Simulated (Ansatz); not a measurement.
Functionals compared on Cl on the 1x1 (100) surface of monoclinic HfO2 (cut with top plane 2 O), one in a 1x1 cell, started at the site 'bridge O-O (span 5.3 Å)', in Ansatz (plane waves, PAW). The structure was relaxed with PBE; the other rows are single points on it, each with its references at the same level. Cutoff 420 eV (500 eV for r2SCAN). The points keep PBE's geometry, so the relaxation of a polaron and the settling of charge on one site are left out.

Host crystal: monoclinic HfO2, with a band gap (PBE, scalar-relativistic without spin-orbit coupling).

Model: 25-atom slab, 9.3 Å thick at the start under the adsorbate (thin: gaps and levels are the slab's own), 4x4x1 mesh, Fermi-Dirac 0.01 eV, dipole correction, 12 atoms held, the rest relaxed; no symmetry held; spin-polarised, ending with about 1.0 μB a cell; orders that need a larger cell were not tried, no spin-orbit, no U, no dispersion correction. At the end it is bonded to Hf. In PBE it is, or lies within 0.03 eV of, the lowest of the starts that converged. These notes are the PBE run's. RPBE: The program's check for a lower electronic state was not made. r2SCAN: The program's check for a lower electronic state was not made. Adsorption energies are against ½ Cl2(g). A negative adsorption energy means that the adsorbate is more stable on the surface than in its reference.

| functional | adsorption energy (eV) | gap of the slab on its k-mesh (eV) | highest filled level below the top vacuum level (eV) | magnetic moment of the cell (μB) | rough cost of the single point |
|---|---|---|---|---|---|
| PBE | -0.01 | 0.45 | 7.57 | 1.00 | – |
| RPBE | 0.15 | 0.48 | 7.48 | 1.00 | around 9 core-minutes (rough) |
| r2SCAN | [?] | [?] | [?] | 1.00 | roughly 16 core-minutes |

Q: Complete the blanks.

A: 
- r2SCAN, adsorption energy (eV): -0.22
- r2SCAN, gap of the slab on its k-mesh (eV): 0.85
- r2SCAN, highest filled level below the top vacuum level (eV): 7.94

Ansatz is a quantum-chemistry and plane-wave program.
